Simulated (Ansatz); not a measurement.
A constructed model of the (100) surface of rock-salt TiN, a layer of Ag, one atom over each Ti (bottom of the slab: a bare face, its two planes held)

All values below come from PBE (plane waves to 420 eV, PAW; Ansatz, a quantum-chemistry and plane-wave program).

Model: 13-atom slab, 13.8 Å thick at the start with caps and adatoms (thin: gaps and levels are the slab's own), 12x12x1 mesh, Fermi-Dirac 0.1 eV, dipole correction, 4 atoms held, the rest relaxed; symmetry of the start imposed; no spin, no spin-orbit, no U. In PBE it lies 0.08 eV a 1x1 cell over the lowest computed structure of the same composition (a layer of Ag, one atom over each N).

work function of the top face: 4.18 eV
energy released by relaxation: 0.075 eV
cost: around 9 core-minutes (rough)
